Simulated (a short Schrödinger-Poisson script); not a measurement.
Stack: MOS inversion layer, HfO2 on p-type Si(100), at 300 K.

```tsv
layer	material	thickness (nm)	Na (cm⁻³)
1	HfO2	13.3	-
2	Si	760	3.2e17
```

Constants are typed, rounded textbook-type inputs, not results; the design itself was drawn at random and stands for no fabricated device. HfO2: permittivity 22, conduction-band edge (eV) 1.55, gap (eV) 5.7, electron mass (mₑ) 0.2. Si: permittivity 11.7, conduction-band edge (eV) 0, gap (eV) 1.124, Nv at 300 K (cm⁻³) 3.1e19.

Channel valleys (confinement mass, in-plane density-of-states mass, number): Δ2 0.916, 0.19, 2; Δ4 0.19, 0.417, 4. At the gate the conduction-band edge of layer 1 lies 2.14 eV − eVg above the Fermi level of the channel; the field vanishes at the back. Gaps are held at their typed values at every temperature. Mesh 0.03 nm at interfaces.

From a short Schrödinger-Poisson script (our own, NumPy): 1D Poisson equation in equilibrium, electrons classical, Boltzmann, parabolic valleys, classical holes, full ionisation, no traps, pinning or gate leakage.

The same stack at other levels of the model or other numerical settings:

```csv
run,sheet density of all electrons at Vg = 2.3 V (cm⁻²),sheet density of all electrons at Vg = 1.1 V (cm⁻²),capacitance at Vg = 2.3 V (μF/cm²),centroid of the channel electrons at Vg = 2.3 V (nm),rough cost against the base
base,1.28e13,2.51e12,1.42,0.39,about 1
"electrons treated as classical, Fermi-Dirac",1.24e13,2.45e12,1.35,0.60,6
"electrons treated as quantum, Hartree",1.09e13,1.81e12,1.26,1.46,30
mesh six times as coarse,1.26e13,2.47e12,1.39,0.49,0.5
```

The classical rows ignore confinement, and Boltzmann statistics overrate the density once the band edge passes the Fermi level.
